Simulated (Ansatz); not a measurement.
**Response to strain in ZnSiP2**

Consider ZnSiP$_{2}$ in the chalcopyrite structure (space group I-42d, No. 122).

```
ZnSiP2
1.0
   -2.67644     2.67644     5.22279
    2.67644    -2.67644     5.22279
    2.67644     2.67644    -5.22279
Zn Si P
2 2 4
Direct
  0.75000   0.25000   0.50000
  0.00000   0.00000   0.00000
  0.25000   0.75000   0.50000
  0.50000   0.50000   0.00000
  0.13947   0.12500   0.51447
  0.61053   0.62500   0.48553
  0.37500   0.86053   0.98553
  0.87500   0.38947   0.01447
```

Cartesian axes are those of the cell as printed.

Strains are applied to the cell and any free atomic positions relax; under biaxial strain the out-of-plane vector relaxes too.

All numbers come from Kohn–Sham DFT with the PBEsol functional, run in Ansatz (a program for electronic structure) with PAW and 420 eV plane waves, no spin-orbit coupling, earlier PAW set.

Candidates:
(a) biaxial strain +3.72 %, plane normal [001], relaxed out of plane
(b) biaxial strain −0.90 %, plane normal [001], relaxed out of plane
(c) biaxial strain −0.63 %, plane normal [001], relaxed out of plane
(d) strain tensor (xx, yy, zz, yz, xz, xy) = (−1.59, +1.34, +0.01, +0.18, −0.53, +1.12) %

Notes on the quantities. energy relative to the base: free energy F.

Problem. Order them by energy relative to the base, highest first.

Solution. (a) biaxial strain +3.72 %, plane normal [001], relaxed out of plane (+21 meV/atom), (d) strain tensor (xx, yy, zz, yz, xz, xy) = (−1.59, +1.34, +0.01, +0.18, −0.53, +1.12) % (+4.6 meV/atom), (b) biaxial strain −0.90 %, plane normal [001], relaxed out of plane (+1.4 meV/atom), (c) biaxial strain −0.63 %, plane normal [001], relaxed out of plane (+0.7 meV/atom)

Stability against distortions was not tested.
